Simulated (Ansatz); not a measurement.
Input and output of a dielectric-response calculation for AlN (Fm-3m, 2 atoms in the cell) (Ansatz, an electronic-structure program).

Method: LDA (PW92), default PAW files made with PBE (plane waves; Ansatz).

```xyz
2
Lattice="0.0000 2.0447 2.0447 2.0447 0.0000 2.0447 2.0447 2.0447 0.0000" Properties=species:S:1:pos:R:3 pbc="T T T"
Al     2.0447     2.0447     2.0447
N      0.0000     0.0000     0.0000
```

Reference input (self-consistent single point, DFT, LDA (PW92), plane waves, default PAW files made with PBE): basis.ecutwfc = 420 eV; kpoints.mp_grid.grid = 10 10 10; hamiltonian.xc = lda; hamiltonian.pseudopotentials = {kind: paw} (the program's default PAW files); scf.occupations.method = fixed. This run's input differs from it in these lines:

Ansatz 0.2 input:
```diff
@@ -9,3 +9,3 @@
 basis:
-  ecutwfc: 420.0
+  ecutwfc: 335.0
 kpoints:
@@ -20,6 +20,3 @@
     method: fixed
-output:
-  forces: true
-  eigenvalues: true
-  stress: true
+dielectric: {}
```

Output (repeated stretches shortened):

```
SCF iter   1: F=—  HF=-889.491067 eV  |F-HF|=—  |Δ(HF+E_count)|=         —  Δρ=1.10e-2  dr2=1.95e-2  ethr=1.77e-3  ⟨swp⟩=4.1  Hψ=5059  notcnv=0  defer=161
all-band conjugate gradients solve this SCF's bands
preconditioner: auto → none
SCF iter   2: F=—  HF=-889.485563 eV  |F-HF|=—  |Δ(HF+E_count)|=   5.50e-3  Δρ=4.90e-3  dr2=2.43e-3  ethr=2.44e-4  ⟨swp⟩=2.6  Hψ=2022  notcnv=0  defer=200
SCF iter   3: F=—  HF=-889.484969 eV  |F-HF|=—  |Δ(HF+E_count)|=   5.94e-4  Δρ=1.61e-3  dr2=1.21e-4  ethr=3.04e-5  ⟨swp⟩=2.5  Hψ=1304  notcnv=0  defer=182
SCF iter   4: F=—  HF=-889.485017 eV  |F-HF|=—  |Δ(HF+E_count)|=   4.82e-5  Δρ=9.48e-5  dr2=4.36e-7  ethr=1.52e-6  ⟨swp⟩=2.0  Hψ=951  notcnv=0  defer=189
SCF iter   5: F=—  HF=-889.485017 eV  |F-HF|=—  |Δ(HF+E_count)|=   9.80e-8  Δρ=6.10e-6  dr2=1.26e-9  ethr=5.45e-9  ⟨swp⟩=2.4  Hψ=1233  notcnv=0  defer=34
SCF iter   6: F=-889.485017 eV  HF=-889.485017 eV  |F-HF|=1.72e-11  |Δ(HF+E_count)|=  7.94e-10  Δρ=3.96e-7  dr2=2.36e-11  ethr=1.25e-12  ⟨swp⟩=3.6  Hψ=3290  notcnv=0
SCF 1 converged in 6 iterations: F = -889.485017 eV  dr2 = 2.36e-11
DFPT response loops at Γ: preconditioner auto → none (the input reference at scf.mixing.eps_inf says where Resta's filter doesn't serve); β = 0.50 …
── the response to a field inside a basis, on 10×10×10 k-points: an SCF that follows is theirs, and a resumed run solves both again ──
Crystal: 2 atoms, lattice volume = 17.097 Å³
Bands: 5, of which v1, the nominal top of the filled ones, is band 4 counted from 1 (3 counted from 0)
k-points: 110 of 1000 (irreducible under 12 space group operations)
Initial density: handed on by an earlier stage of this run
Initial wavefunctions: pseudopotential atomic-orbital guess (no wavefunctions were taken with the density)
Eigensolver: Dense (110 Hₖ)
   [... lines left out ...]
Free energy (F): -889.485017 eV
Fermi energy:    10.455756 eV
   [... lines left out ...]
        -0.00000   -0.00000    3.00488
    site 1:
        -3.00488   -0.00000   -0.00000
        -0.00000   -3.00488   -0.00000
         0.00000    0.00000   -3.00488
  Z* charge neutrality: 1.198e-3 e pre-enforcement
  solved inside a basis spanned on kpoints, on 10×10×10 k-points, its susceptibility summed on 14×14×14 …
```

The run converged in 11 iterations. 

Summary of the result:
| Quantity | Result |
|---|---|
| Free energy E − TS (on the zero of these files) | -889.4850 eV |
| Top of the valence band (on the code's own zero) | 10.46 eV |
| Gap on the k-point mesh | 4.15 eV |
| ε∞ at this k-point mesh, which may be far from converged in small-gap cells (xx, yy, zz) | 5.23, 5.23, 5.23 |
| Born charges at this mesh (mean of the diagonal, e) | Al 3.00, N -3.00 |

The starting cell comes from a database of computed structures (which also holds hypothetical and non-ambient phases and stackings), without a prior relaxation at this level. Its lattice was rescaled by up to half a per cent. The cutoff lies below the one recommended for these files.
